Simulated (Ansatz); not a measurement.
ScGeCN (model structure, started from the AlSiCN type, P3m1, No. 156, 4 atoms in the cell) was calculated with r²SCAN (Ansatz, a quantum-chemistry and plane-wave program, plane waves, PAW).

Run with plane-wave cutoff 560 eV, 12×12×6 k mesh (along the axes of the cell as run), Fermi–Dirac smearing 0.01 eV, scalar-relativistic PAW data made under PBE.

Cell (relaxed at this level):

```cif
data_CGeNSc
_chemical_formula_sum 'Sc1 Ge1 C1 N1'
_space_group_name_H-M_alt 'P 1'
_space_group_IT_number 1
_cell_length_a 3.38517
_cell_length_b 3.38517
_cell_length_c 5.32866
_cell_angle_alpha 90.000
_cell_angle_beta 90.000
_cell_angle_gamma 120.000
loop_
_space_group_symop_operation_xyz
  'x, y, z'
loop_
_atom_site_label
_atom_site_type_symbol
_atom_site_fract_x
_atom_site_fract_y
_atom_site_fract_z
_atom_site_occupancy
Sc1 Sc 0.33333 0.66667 0.52501 1
Ge1 Ge 0.66667 0.33333 0.99762 1
C1 C 0.33333 0.66667 0.09301 1
N1 N 0.66667 0.33333 0.63436 1
```

Task: Predict the band gap, smallest direct gap on the k points sampled and direct gap at Γ.

Result: 
* **band gap**: 2.60 eV (indirect)
* **smallest direct gap on the k points sampled**: 2.70 eV
* **direct gap at Γ**: 2.99 eV

Note: the relaxation could raise the start's symmetry but not lower it, so the cell can be a saddle point.

Spin–orbit coupling is not included.

It cost about 40 core-seconds (a rough figure) of CPU time.

A model structure was made by putting elements into a prototype or built by hand; it is no filed structure, need not be a known phase, and can be a saddle point held by its symmetry.
